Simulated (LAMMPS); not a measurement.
LAMMPS 22 Jul 2025, classical MD, SNAP (Si_Zuo_JPCA2020.snapcoeff): Si, 4096 atoms.

```
Item                                                                                                Result
-----------------------------------------------  ---------------------------------------------------------
task                                                                                               MD, nve
potential                                        SNAP, Si_Zuo_JPCA2020.snapcoeff Si_Zuo_JPCA2020.snapparam
copies of the repeat unit                                                                            8×8×8
shape (slab and sphere leave vacuum in the box)                                                       bulk
temperature                                                                                          800 K
steps                                                                                                  100
timestep                                                                                              1 fs
neighbor skin                                                                                          2 Å
neigh_modify                                                                     every 1 delay 0 check yes
thermo                                                                                                 100
newton                                                                                        on (default)
atom_modify sort (bins of 2 Å where set)                                                    1000 (default)
comm_style                                                                                 brick (default)
box                                                                                   43.4 × 43.4 × 43.4 Å
start                                                  generated diamond lattice, warmed in an untimed run
compared values                                    energy and forces of the first step, drift over the run
```

Hardware: Arm Neoverse V2, 96 cores on 1 socket, no SMT, 1 L3 cache group; 94 cores' worth of CPU time may be used.

Wall times, medians of two to five repeats, each run alone on the node (launch to exit). Processes are pinned to neighbouring cores unless said otherwise. The build: PyPI wheel: MPICH, OPENMP and OPT packages; another build can shift the numbers. Scratch files lie in a memory file system. A preparatory run goes ahead and isn't timed.

Started as
```bash
# ahead of the timed run: OMP_NUM_THREADS=1 mpirun -np 48 lmp -in in.warm -log none -nocite
OMP_NUM_THREADS=1 mpirun -np 32 lmp -in in.lmp -log log.lammps -nocite
```
(32 ranks, thermo = 100) it takes 2.4 s and 0 neighbour list builds.

### Question
Predict the time once the run is changed to thermo = 1.

### Answer
About 3.5 s (3 runs within 1 %): 1.5× as long. The largest move is in pair forces (Pair): 2.1 s to 3.1 s. Change in the result: energy equal as printed, forces on 48 atoms equal as printed, drift of the total energy equal as printed.
